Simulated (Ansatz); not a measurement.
# ZnS, pressure series

Start from ZnS in the wurtzite structure (space group P6_3mc, No. 186; a = 3.782 Å, c = 6.208 Å).

Cell and atoms are relaxed at each pressure.

The values are results of DFT with PBEsol, PAW potentials and a 420 eV plane-wave cutoff in Ansatz (an electronic-structure program), no SOC, not measurements.

| pressure (GPa) | volume per atom (Å³/atom) |
|---|---|
| -2 | 19.749 |
| -1 | 19.476 |
| 0 | 19.226 |
| 0.9 | 19.010 |
| 2.1 | 18.743 |
| 4.5 | 18.266 |
| 9 | ? |
| 15 | 16.709 |
| 22.5 | 15.912 |

**Question.** Fit the third-order Birch–Murnaghan form P(V) = (3B₀/2)[(V₀/V)^(7/3) − (V₀/V)^(5/3)]·[1 + (3/4)(B₀′ − 4)((V₀/V)^(2/3) − 1)] (squares taken in P) to the rows shown and predict the withheld row.

**Answer.** Least squares on the printed values gives V₀ = 19.224 Å³/atom, B₀ = 78.8 GPa, B₀′ = 4.3; this predicts 17.512 Å³/atom, and the run gives 17.513 Å³/atom, in agreement.

Load acts through the strain it causes; cell and atoms are relaxed under it. Whether these cells are dynamically stable was not tested. Tetrahedral semiconductors of this kind turn to denser phases somewhere between about 1 and 50 GPa; those were not computed, so compressed cells here can lie past the real transition.
